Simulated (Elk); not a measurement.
Worked example: self-consistent single point of Ti (P6_3/mmc, 4 atoms in the cell) in Elk.

Method: PBE, all-electron FP-LAPW, Elk's shipped species files, APW+lo basis with extra local orbitals (Elk).

The change in words: lattice scaled by 0.98. Reference geometry:
```
Ti
1.0
    2.92199     0.00000     0.00000
   -1.46099     2.53051     0.00000
    0.00000     0.00000     9.40151
Ti
4
Direct
  0.00000   0.00000   0.00000
  0.00000   0.00000   0.50000
  0.33333   0.66667   0.25000
  0.66667   0.33333   0.75000
```

Reference input (self-consistent single point, DFT, PBE, all-electron FP-LAPW, Elk's shipped species files, APW+lo basis with extra local orbitals): xctype = 20; rgkmax = 8; stype = 0; swidth = 0.00734986 Ha; ngridk = 9 9 3; gmaxvr = 14 1/bohr; nxlo = 2; lorbcnd = true; lmaxi = 2. This run's input differs from it in these lines:

```diff
@@ -31,5 +31,5 @@
 avec
-    2.9219865164   -0.0000001198    0.0000000000
-   -1.4609931544    2.5305146127    0.0000000000
-    0.0000000000    0.0000000000    9.4015100000
+    2.8635468193   -0.0000001901    0.0000000000
+   -1.4317732450    2.4799043855    0.0000000000
+    0.0000000000    0.0000000000    9.2134800000
```

The program printed (abridged):

```
│ Self-consistent loop started │
│ Loop number : 1 │
 total energy                :     -3412.80790228
│ Loop number : 2 │
 total energy                :     -3412.98795084
RMS change in Kohn-Sham potential (target) :   0.3006067357     (  0.1000000000E-05)
Absolute change in total energy (target)   :   0.1800485512     (  0.1000000000E-03)
│ Loop number : 3 │
 total energy                :     -3413.11641056
RMS change in Kohn-Sham potential (target) :   0.2923343748     (  0.1000000000E-05)
Absolute change in total energy (target)   :   0.1734718632     (  0.1000000000E-03)
│ Loop number : 4 │
   [... lines left out ...]
Absolute change in total energy (target)   :   0.3048017747E-03 (  0.1000000000E-03)
│ Loop number : 15 │
 total energy                :     -3415.44513170
RMS change in Kohn-Sham potential (target) :   0.1309341987E-05 (  0.1000000000E-05)
Absolute change in total energy (target)   :   0.2602994637E-03 (  0.1000000000E-03)
│ Loop number : 16 │
 total energy                :     -3415.44510685
RMS change in Kohn-Sham potential (target) :   0.5399179646E-06 (  0.1000000000E-05)
Absolute change in total energy (target)   :   0.8992720768E-04 (  0.1000000000E-03)
Convergence targets achieved

│ Loop number : 17 │

Energies :
 Fermi                       :     0.318482159942
 total energy                :     -3415.44509812

Density of states at Fermi energy :    176.0171891
 (states/Hartree/unit cell)

Estimated indirect band gap :   0.2003498247E-03
 from k-point      6 to k-point     23
Estimated direct band gap   :   0.3031692565E-02
 at k-point     24

Charges :
 core                        :    40.00000000
 valence                     :    48.00000000
 interstitial                :    6.251220048
 muffin-tins (core leakage)
  species :    1 (Ti)
   atom    1                 :    20.43550741     (  0.5974847284E-09)
   atom    2                 :    20.43550741     (  0.5974847284E-09)
   atom    3                 :    20.43888257     (  0.5367208900E-09)
   atom    4                 :    20.43888257     (  0.5367208900E-09)
 total in muffin-tins        :    81.74877995
 total calculated charge     :    88.01766775
 total charge                :    88.00000000
 error                       :   0.1766774734E-01

│ Self-consistent loop stopped │
```

The run converged in 17 iterations. The count includes the last loop, which Elk runs after its targets are met. Against the reference run the total energy rises by 31.9 meV/atom.

The starting cell was generated: these elements placed on a structure prototype, without a prior relaxation; it need not be a known phase or ordering of this composition. Its lattice was rescaled by a random factor within 2.5 % of one. For this run, on top of that: lattice scaled by 0.98. Spin polarisation is off. Values depend on the basis (sphere radii, cutoffs, local orbitals), which need not be converged. The log's line on a gap gives a spacing of levels on this mesh, which the program prints for metals too.

Cost on one core of a shared machine: roughly 60 s.
